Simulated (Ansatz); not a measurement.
Density of states of Ti3AlC (Pm-3m) near the Fermi level, PBEsol, rigid bands (Ansatz, an electronic-structure program).

| E − E_F (eV) | states/eV/cell |
|---|---|
| -1.95 | 4.85 |
| -1.85 | 3.94 |
| -1.75 | 4.77 |
| -1.65 | 11.3 |
| -1.55 | 10.8 |
| -1.45 | 1.95 |
| -1.35 | 0.84 |
| -1.25 | 1.10 |
| -1.15 | 1.39 |
| -1.05 | 1.75 |
| -0.95 | 1.88 |
| -0.85 | 2.00 |
| -0.75 | 2.14 |
| -0.65 | 2.32 |
| -0.55 | 2.61 |
| -0.45 | 2.65 |
| -0.35 | 2.66 |
| -0.25 | 2.65 |
| -0.15 | 2.65 |
| -0.05 | 2.66 |
| 0.05 | 2.72 |
| 0.15 | 3.67 |
| 0.25 | 3.76 |
| 0.35 | 3.21 |
| 0.45 | 7.71 |
| 0.55 | 8.02 |
| 0.65 | 10.0 |
| 0.75 | 7.11 |
| 0.85 | 4.70 |
| 0.95 | 3.53 |
| 1.05 | 3.15 |
| 1.15 | 3.25 |
| 1.25 | 4.66 |
| 1.35 | 5.35 |
| 1.45 | 4.65 |
| 1.55 | 4.14 |
| 1.65 | 6.48 |
| 1.75 | 8.22 |
| 1.85 | 12.9 |

Problem. With 5 atoms a cell, what bare Sommerfeld coefficient γ = (π²/3) k_B² N(E_F) follows?

Solution. N(E_F) ≈ 2.7 states/eV a cell at 300 K, so γ ≈ 1.27 mJ/(mol of atoms·K²), before electron-phonon enhancement.

Problem. How far does the Fermi level move in a rigid band for 0.1 electron a cell added or removed?

Solution. 37 meV and -37 meV.

A metal at this level (no band gap); rigid bands, thermally averaged at 300 K, both spins. Spin-orbit coupling is left out. Geometry: cell and atoms relaxed with PBEsol.

Computed structure, not matched to a measured one here, so possibly hypothetical: Ti3AlC (Pm-3m).
